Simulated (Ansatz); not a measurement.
## A computed series for Be: pressure series

Consider Be in the hcp (Mg type) structure (space group P6_3/mmc, No. 194).

```cif
data_Be2
_chemical_formula_sum 'Be2'
_space_group_name_H-M_alt 'P 1'
_space_group_IT_number 1
_cell_length_a 2.26371
_cell_length_b 2.26371
_cell_length_c 3.56389
_cell_angle_alpha 90.000
_cell_angle_beta 90.000
_cell_angle_gamma 120.000
loop_
_space_group_symop_operation_xyz
  'x, y, z'
loop_
_atom_site_label
_atom_site_type_symbol
_atom_site_fract_x
_atom_site_fract_y
_atom_site_fract_z
_atom_site_occupancy
Be1 Be 0.33333 0.66667 0.75000 1
Be2 Be 0.66667 0.33333 0.25000 1
```

Cell and atoms are relaxed at each pressure.

Level of theory: r2SCAN in Ansatz (plane waves to 500 eV, PAW, no spin-orbit coupling).

Notes on the quantities. enthalpy: H = E + PV relative to the base's energy.

```
variant           volume per atom       enthalpy
----------------  ---------------  -------------
base                      7.91 Å³              –
pressure −2 GPa           8.04 Å³  -0.10 eV/atom
pressure −1 GPa           7.97 Å³  -0.05 eV/atom
pressure 0.3 GPa          7.89 Å³  +0.01 eV/atom
pressure 0.7 GPa          7.86 Å³  +0.03 eV/atom
pressure 1.5 GPa          7.82 Å³  +0.07 eV/atom
pressure 3 GPa            7.73 Å³  +0.15 eV/atom
pressure 5 GPa            7.61 Å³  +0.24 eV/atom
pressure 7.5 GPa          7.48 Å³  +0.36 eV/atom
pressure 10 GPa           7.36 Å³  +0.48 eV/atom
```

Load acts through the strain it causes; cell and atoms are relaxed under it. Stability against distortions was not tested. Competing high-pressure phases were not computed.

Ansatz is a first-principles code.
